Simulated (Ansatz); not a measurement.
The parent structure is LiCl in the rock salt structure (space group Fm-3m, No. 225; a = 5.1123 Å). Axes: x, y, z lie along the cube axes.

Method: r2SCAN (Ansatz, an electronic-structure program, PAW, without spin-orbit coupling).

For the base:

| Property | Result |
|---|---|
| Valley order | Γ 7.29 eV; L along ⟨111⟩ 7.54 eV; X along ⟨100⟩ 8.62 eV |

Now apply this change: the cell is stretched by 3.76 % along x with no lateral relaxation, atoms relaxed at fixed cell.

**Question.** How does this affect the valence-band top at Γ and valley order?

**Answer.** The valence-band top at Γ (three highest levels, from the VBM) is 0.00, -0.09, -0.09 eV; the valley order (the lowest conduction-band minima on the path, energy above the VBM, named in the base's zone) changes from Γ 7.29 eV; L along ⟨111⟩ 7.54 eV; X along ⟨100⟩ 8.62 eV to Γ 7.01 eV; L along [111] 7.44 eV; X along [010] 8.47 eV.

The levels and masses belong to the bands next to the band gap. The cells carry an imposed strain or load. Whether these cells are dynamically stable was not tested.
